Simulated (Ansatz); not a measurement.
Cubic perovskite CsPbCl₃ (cubic high-temperature phase), treated with PBEsol+SOC in Ansatz (plane waves, PAW).

Numerical settings: plane-wave cutoff 520 eV, 4×4×4 k mesh, PAW data made under PBE.

Computed at the level's own relaxed cell.

Hill averages of the elastic tensor: K = 25.1 GPa, G = 9.9 GPa. Volume 35.454 Å³/atom, mean atomic mass 89.293 u.

Task: Work out the density, the sound velocities of a polycrystal and the elastic Debye temperature at this level.

Result: ρ = 1.66054 × 89.293/35.454 = 4.182 g/cm³. v_l = √[(K + 4G/3)/ρ] = 3.026 km/s and v_t = √(G/ρ) = 1.539 km/s. The mean follows from 3/v_m³ = 1/v_l³ + 2/v_t³: v_m = 1.725 km/s. Θ_D = (ħ/k_B) v_m (6π²/V)^(1/3) = 76.38 K Å s/km × 1.725 × 1.1865 Å⁻¹ = 156 K, counting all atoms of the cell.

Note: the relaxation could not lower the start's symmetry, so the cell can be a saddle point above a distorted one.

Ansatz is a first-principles code.
